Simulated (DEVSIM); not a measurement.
Device: abrupt Ge n-p junction, at 300 K.

Layer 1 from the left is Ge, thickness (μm) 6.90, Nd (cm⁻³) 1.3e17, τn (s) 3.1e-6, τp (s) 3.1e-6. Layer 2 from the left is Ge, thickness (μm) 3.20, Na (cm⁻³) 6.2e16, τn (s) 3.1e-6, τp (s) 3.1e-6.

Left contact: ohmic. Right contact: ohmic. Voltage is applied to the left contact. Recombination: SRH at mid-gap, radiative. Mobility is constant in doping.

The device is made up for the run: typed textbook-type constants, with dimensions and the other settings drawn at random. Values at 300 K.

Ge: gap (eV) 0.664, affinity (eV) 4, permittivity 16, Nc (cm⁻³) 1.04e19, Nv (cm⁻³) 6e18, μn (cm²/Vs) 3900, μp (cm²/Vs) 1900, B (cm³/s) 6.4e-14.

Model (solved in DEVSIM): 1D drift-diffusion, Boltzmann statistics, complete ionisation; no tunnelling, impact ionisation, image-force lowering or self-heating.

Dark forward current:

```
|V| (V)  |J| (A/cm²)
-------  -----------
0.05        0.002390
0.10         0.01888
0.15          0.1327
0.20          0.9177
0.25           6.318
0.30           42.86
0.35           267.6
0.40            1243
0.45            3713
```

Question: Work out the local ideality factor n = ΔV / (kT/q · ln(J2/J1)) between the rows 0.15 and 0.20 V, 0.40 and 0.45 V.

Answer: kT/q = 25.85 mV. From 0.15 to 0.20 V: ln(0.9177/0.1327) = 1.934, n = 1.00, near the 1 of diffusion or emission over a barrier. From 0.40 to 0.45 V: ln(3713/1243) = 1.094, n = 1.77.

Question: Estimate the current at 0.25 V from the Shockley equation with J0 = Σ q ni² D/(N L) coth(W/L), τ joining the SRH, radiative and Auger lifetimes that are on, and W taken as the whole layer.

Answer: ni² = 4.36e26 cm⁻⁶; holes in the n layer: μ = 1900 cm²/Vs, D = 49.1 cm²/s, τ = 3.02e-6 s, L = 122 μm, W/L = 0.057, term 3.83e-5 A/cm²; electrons in the p layer: μ = 3900 cm²/Vs, D = 101 cm²/s, τ = 3.06e-6 s, L = 176 μm, W/L = 0.018, term 0.000355 A/cm². J0 = 0.000393 A/cm², and J = J0 exp(qV/kT) = 6.24 A/cm². The simulation gives 6.32 A/cm²; the estimate lies 1.3 % below. The estimate leaves out recombination in the depletion region and that region's share of W.
